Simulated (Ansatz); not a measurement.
We consider TiS2 (C2/m, No. 12, 3 atoms in the cell; start mp-1062030; a measured phase of this formula has another space group), described by HSE06 (PAW; Ansatz, a program for electronic structure).

Numerical settings: plane-wave cutoff 460 eV, 8×8×4 k mesh (along the axes of the cell as run), Fermi–Dirac smearing 0.01 eV, no spin polarisation, scalar-relativistic PAW data made under PBE.

Cell (relaxed with PBEsol):

Space group C2/m (No. 12); a = 5.807 Å, b = 3.353 Å, c = 11.246 Å, α = 90.00°, β = 95.42°, γ = 90.00°

| atom | site | symmetry | x | y | z |
|---|---|---|---|---|---|
| Ti | 2a | 2/m | 0.0000 | 0.0000 | 0.0000 |
| S | 4i | m | 0.1899 | 0.5000 | 0.1271 |
(The calculation used a cell of 3 atoms; values per cell refer to that cell.)

**Question.** What does this level give for the band gap and smallest direct gap on the k points sampled?

**Answer.** 
band gap: 0.55 eV (on the SCF k mesh) (indirect)
smallest direct gap on the k points sampled: 1.08 eV

Note: cell and atoms aren't relaxed at this level (pressure 1.0 GPa); the cell has widely spaced layers and the level no dispersion term, so their spacing and the moduli can rest on weak binding.

A start named mp-… is a Materials Project structure, which need not be a measured phase.
